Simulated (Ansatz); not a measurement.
System: CsGeI3 (within 0.1 Å of R3m, No. 160, 5 atoms in the cell; start mp-28377). Method: r²SCAN+SOC in Ansatz (PAW).

Numerical settings: plane-wave cutoff 560 eV, 6×6×6 k mesh, Fermi–Dirac smearing 0.01 eV, PAW data made under PBE.

Cell (relaxed with PBEsol):

```cif
data_Cs3Ge3I9
_chemical_formula_sum 'Cs3 Ge3 I9'
_space_group_name_H-M_alt 'R3m :H'
_space_group_IT_number 160
_space_group_name_Hall 'R 3 -2"'
_cell_length_a 8.25923
_cell_length_b 8.25923
_cell_length_c 10.34153
_cell_angle_alpha 90.000
_cell_angle_beta 90.000
_cell_angle_gamma 120.000
loop_
_atom_site_label
_atom_site_type_symbol
_atom_site_symmetry_multiplicity
_atom_site_Wyckoff_symbol
_atom_site_fract_x
_atom_site_fract_y
_atom_site_fract_z
_atom_site_occupancy
Cs1 Cs 3 a 0.00000 0.00000 0.90911 1
Ge1 Ge 3 a 0.00000 0.00000 0.38187 1
I1 I 9 b 0.16739 0.33478 0.24409 1
```
(The calculation used a cell of 5 atoms; values per cell refer to that cell.)

Q: Predict the band gap, smallest direct gap on the k points sampled and direct gap at Γ.

A: 
band gap: 0.52 eV (indirect)
smallest direct gap on the k points sampled: 0.54 eV
direct gap at Γ: 4.93 eV

Note: cell and atoms aren't relaxed at this level (largest force component 0.10 eV/Å, pressure 1.1 GPa).

Computed values are for the static lattice.

A start named mp-… is a Materials Project structure, which need not be a measured phase.

Ansatz is a program for electronic structure.
